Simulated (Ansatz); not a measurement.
Output of an Ansatz run (abridged):

```
WARN the atoms were moved onto the symmetric positions of the space group found under crystal.symmetry.tolerance 1.0e-5 (fractional …
WARN ansatz: RAYON_NUM_THREADS=1 ignored (pool sized by the plan → 1); use --threads N
Pseudopotentials: kind: paw
Pseudopotential: Ir, paw, valence charge 17
Crystal: 2 atoms, lattice volume = 29.518 Å³
Basis set: ecut = 420 eV, 573 PW (Γ)
Bands: 21, of which v1, the nominal top of the filled ones, is band 17 counted from 1 (16 counted from 0)
Symmetry: 24 space group operations
Space group: P63/mmc (ITA 194), of the structure as read, at distance tolerance 3.1e-5 Å
k-points: 120 of 1568
PAW frozen core: Ir, regenerated for the run's functional, and the local potential with it
Initial density: superposition of atomic densities (neutral atoms: chi_scale 0, normalization atom), corrected by the library's trained network
Initial wavefunctions: pseudopotential atomic-orbital guess
Eigensolver: davidson
Functional: x = slater, c = lda
SCF iter   1: F=—  HF=-23326.511703 eV  |F-HF|=—  |Δ(HF+E_count)|=         —  Δρ=1.01e-2  dr2=8.93e-3  ethr=1.77e-3  ⟨swp⟩=4.6  Hψ=9616  notcnv=0
all-band conjugate gradients solve this SCF's bands
preconditioner: auto → none
SCF iter   2: F=—  HF=-23326.512372 eV  |F-HF|=—  |Δ(HF+E_count)|=   6.69e-4  Δρ=5.65e-3  dr2=2.85e-3  ethr=2.63e-5  ⟨swp⟩=2.2  Hψ=4274  notcnv=0
SCF iter   3: F=—  HF=-23326.512364 eV  |F-HF|=—  |Δ(HF+E_count)|=   7.34e-6  Δρ=2.70e-4  dr2=8.47e-6  ethr=8.38e-6  ⟨swp⟩=2.0  Hψ=3363  notcnv=0
SCF iter   4: F=—  HF=-23326.512369 eV  |F-HF|=—  |Δ(HF+E_count)|=   4.00e-6  Δρ=6.49e-5  dr2=6.29e-7  ethr=2.49e-8  ⟨swp⟩=2.5  Hψ=4578  notcnv=0
iter 5 did not close the SCF: its close was put off for the readings that it lacked (scf_convergence_deferred on its scf_iter line)
SCF iter   5: F=-23326.512368 eV  HF=-23326.512368 eV  |F-HF|=5.77e-9  |Δ(HF+E_count)|=   8.32e-8  Δρ=1.03e-5  dr2=1.19e-8  ethr=1.85e-9  ⟨swp⟩=2.7  Hψ=4169  notcnv=0
SCF iter   6: F=-23326.512368 eV  HF=-23326.512368 eV  |F-HF|=3.64e-12  |Δ(HF+E_count)|=   3.07e-9  Δρ=7.00e-7  dr2=5.46e-11  ethr=3.51e-11  ⟨swp⟩=2.5  Hψ=7671  notcnv=0
SCF 1 converged in 6 iterations: F = -23326.512368 eV  dr2 = 5.46e-11
SCF converged after 6 iterations
Free energy (F): -23326.512368 eV
Harris-Foulkes:  -23326.512368 eV  (|F-HF|=3.64e-12)
Internal energy: -23326.498537 eV  (E = F + TS)
E sigma→0 (E₀):  -23326.505453 eV
Entropy (-TS):   -0.013832 eV (-6.916 meV/atom)
Fermi energy:    24.232637 eV
--- Per-component energies (eV) ---
  E_band       = -216.039030
  E_kinetic    = 1243.842044
  E_local      = -2240.606938  (includes V_loc(G=0)·N_el)
  E_nonlocal   = 159.224603
  E_hartree    = 847.846897
  E_xc         = -531.656652
  E_vxc        = -598.222546  (∫ρ·V_xc dr)
  E_paw        = -17906.148563  (= ΣΔE_a)
  E_vpaw       = -475.969920  (= ΣTr[D̂ρ^β])
  E_aug_tail   = 0.000085  (compensation charges beyond the density's cutoff)
  E_ewald      = -4899.823216
  E_core_change = 0.823204  (= ΣΔE_core)
  E_smearing   = -0.013832  (= −TS)
  E_closure    = -0.000000  (closes the sum)
  Σ components = -23326.512368   (vs F -23326.512368, Δ=0.00e0)
--- Forces (eV/Å), atoms counted from 1 ---
  atom   1  Ir    -0.00000000     0.00000000     0.00000000
  atom   2  Ir    -0.00000000    -0.00000000     0.00000000
  max |Σ_I F_I| component: 1.85e-17 eV/Å
--- Stress (GPa, compression-positive) ---
      -20.393660      -0.000000       0.000000
        0.000000     -20.393660       0.000000
        0.000000       0.000000     -21.030042
  P = ⅓ Tr σ = -20.6058 GPa (-206.058 kbar)
  The stress holds the Pulay correction. Without it, at fixed plane waves, as pw.x and ABINIT print it: P = -20.6434 GPa
--- Band table (eV; the first three rows and the last of 120) ---
  k-point 0: bands = ["-68.6849", "-68.6294", "-25.8264", "-25.2213", "-25.2213", "-25.1346", "-25.1207", "-25.1207", "13.4111", "16.4576", "20.5081", "20.6130", "20.6130", "21.2297", "21.2297", "21.9856", "21.9856", "23.5294", "24.4942", "24.4942", "30.8679"]…
  k-point 1: bands = ["-68.6828", "-68.6316", "-25.8011", "-25.2175", "-25.2175", "-25.1619", "-25.1245", "-25.1245", "13.5809", "16.4626", "20.4310", "20.5386", "20.5386", "21.1437", "21.1437", "22.1899", "22.1899", "22.8894", "24.4877", "24.4877", "31.7669"]…
  k-point 2: bands = ["-68.6768", "-68.6376", "-25.7284", "-25.2393", "-25.2067", "-25.2067", "-25.1355", "-25.1355", "14.0685", "16.4257", "20.2369", "20.4293", "20.4293", "20.9321", "20.9321", "21.6244", "22.6689", "22.6689", "24.4170", "24.4170", "33.8337"]…
  k-point 119: bands = ["-68.6186", "-68.6186", "-25.6817", "-25.6817", "-25.5125", "-25.5125", "-25.2600", "-25.2600", "18.1421", "18.1421", "19.1649", "19.1649", "20.2972", "20.2972", "22.0187", "22.0187", "24.5617", "24.5617", "30.6208", [...]
```

The structure:

```
CELL_PARAMETERS angstrom
      2.75963     0.00000     0.00000
     -1.37982     2.38991     0.00000
      0.00000     0.00000     4.47568
ATOMIC_POSITIONS crystal
  Ir 0.66667 0.33333 0.75000
  Ir 0.33333 0.66667 0.25000
```

Problem. Reconstruct the input of this run.

Solution. Other spellings and defaults could give the same log, and not every line can be read from it. The input that was run (DFT, LDA (PW92), plane waves, default PAW files made with PBE):

Ansatz 0.2 input:
```yaml
# Ir
crystal:
  lattice:
    - [2.759634, 0.000000, 0.000000]
    - [-1.379817, 2.389913, 0.000000]
    - [0.000000, 0.000000, 4.475677]
  atoms:
    - { symbol: Ir, position: [0.666667, 0.333333, 0.750000] }
    - { symbol: Ir, position: [0.333333, 0.666667, 0.250000] }
basis:
  ecutwfc: 420.0 eV
kpoints:
  mp_grid: { grid: [14, 14, 8] }
hamiltonian:
  xc: lda
  pseudopotentials: { kind: paw }
scf:
  occupations: { method: gaussian, width: 0.1 eV }
output:
  forces: true
  eigenvalues: true
  stress: true
```

The starting cell comes from a database of computed structures (which also holds hypothetical and non-ambient phases and stackings), without a prior relaxation at this level. Its lattice was rescaled by up to half a per cent. Spin-orbit coupling is off. Spin polarisation is off. With a pressure of about -21 GPa the cell is away from its equilibrium volume at this level. Ansatz's pressure includes its estimate of the finite-basis (Pulay) stress.

Ansatz is an electronic-structure program.
